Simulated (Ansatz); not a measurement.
Functionals compared on the (102) surface of tetragonal indium in its 1x1 cell, outermost plane spacing 0.99 Å in the ideal cut, in Ansatz (plane waves, PAW). The structure was relaxed with PBE; the other rows are single points on it, each with its references at the same level. Cutoff 420 eV (500 eV for r2SCAN).

Set-up: 11 atoms, 9.9 Å thick at the start (thin: gaps and levels are the slab's own); mesh 11x5x1; 0.1 eV smearing; dipole correction on; all atoms relaxed; symmetry of the start imposed; no spin, no spin-orbit, no U. These notes are the PBE run's.

```
functional  surface energy (J/m²)  work function of the top face (eV)           rough cost of the single point
----------  ---------------------  ----------------------------------  ---------------------------------------
PBE                          0.33                                3.79                                        –
LDA                          0.47                                4.06                 roughly 100 core-seconds
PBEsol                       0.44                                3.87  about 100 core-seconds (a rough figure)
RPBE                         0.24                                3.66            very roughly 100 core-seconds
r2SCAN                       0.35                                3.91              very roughly 4 core-minutes
```

Ansatz is a quantum-chemistry and plane-wave program.
